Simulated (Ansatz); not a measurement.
**How the c axis length of Mo2Si (model structure, started from the Fe2P type, P-62m, No. 189, 9 atoms in the cell) moves with the method**

No measured value is used here.

```
level (code)         value (Å)
-------------------  ---------
PBE (Ansatz)                 ?
PBEsol (Ansatz)          3.141
PBE-D3(BJ) (Ansatz)      3.138
```

### Question
What belongs in the gaps?

### Answer

- PBE (Ansatz, a first-principles code), value (Å): 3.178

Ansatz's density-functional and Hartree–Fock values are scalar-relativistic unless marked +SOC, with PAW data made under PBE.

A model structure was made by putting elements into a prototype or built by hand; it is no filed structure, need not be a known phase, and can be a saddle point held by its symmetry.
